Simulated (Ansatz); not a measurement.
## TaGe$_{2}$ in the fluorite structure (space group Fm-3m, No. 225; a hypothetical phase, not in the database extracts checked)

```yaml
crystal:
  lattice:
    - [0.00000, 3.09446, 3.09446]
    - [3.09446, 0.00000, 3.09446]
    - [3.09446, 3.09446, 0.00000]
  atoms:
    - { symbol: Ta, position: [0.00000, 0.00000, 0.00000] }
    - { symbol: Ge, position: [0.25000, 0.25000, 0.25000] }
    - { symbol: Ge, position: [0.75000, 0.75000, 0.75000] }
```

All numbers come from Kohn–Sham DFT with the PBEsol functional, run in Ansatz (an electronic-structure program) with PAW and 420 eV plane waves, no spin-orbit coupling. Settings: 13×13×13 k-points, 0.05 eV Fermi–Dirac smearing.

The volume per atom comes out as 19.75 Å³, the density is 9.14 g/cm³ and the band gap comes out as zero. The total energy comes out as -6104.054 eV/atom (σ→0; compares only within this code and set-up).

Stability against distortions was not tested. The final runs are not spin-polarised. An odd electron count without spin: TaGe2. TaGe2 has a high density of states at the Fermi level and may be magnetic at this level.
